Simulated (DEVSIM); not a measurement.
Structure: Schottky contact on n-type CdTe, at 400 K.

Layer 1 from the left is CdTe, thickness (μm) 2.60, Nd (cm⁻³) 3.6e16, τn (s) 3.6e-10, τp (s) 3.6e-10.

Left contact: Schottky, work function 4.99 eV, emission velocity 7.1e6 cm/s. Right contact: ohmic. Voltage is applied to the left contact. Recombination: SRH at mid-gap, radiative. Mobility is constant in doping.

Constants are typed, rounded textbook-type inputs, not results; the design itself was drawn at random and stands for no fabricated device. Values at 300 K; Nc and Nv go as T^1.5, mobilities as T to minus their exponent, the gap by Varshni's rule with the affinity fixed.

CdTe: gap (eV) 1.5, affinity (eV) 4.28, permittivity 10.2, Nc (cm⁻³) 8e17, Nv (cm⁻³) 1.8e19, μn (cm²/Vs) 1000, μp (cm²/Vs) 80, T exponent of μn 1.7, T exponent of μp 1.5, B (cm³/s) 1e-10, Varshni α (eV/K) 0.00031, Varshni β (K) 108.

Problem. Estimate by hand the built-in potential, the peak field at zero bias, the capacitance at -0.6 V, and compare with a numerical solution.

Solution. 
- Built-in potential: barrier φB = 0.710 eV; Vbi = φB − kT/q ln(N_band/N) = 0.588 V; numerical 0.588 V.
- Peak field at zero bias: depletion approximation: W = √(2εVbi/(qN)) = 0.136 μm with N = 3.60e16 cm⁻³; field = 2Vbi/W = 86700 V/cm; numerical 83800 V/cm (estimate above by 3.4 %).
- Capacitance at -0.6 V: C = √(qεN / 2(Vbi + |V|)) = 46.8 nF/cm²; numerical 47.5 nF/cm² (estimate below by 1.4 %).

DEVSIM, 1D drift-diffusion, Boltzmann statistics, complete ionisation; no tunnelling, impact ionisation, image-force lowering or self-heating. Metal contacts follow the ideal Schottky-Mott rule: no Fermi-level pinning, no interface dipoles.
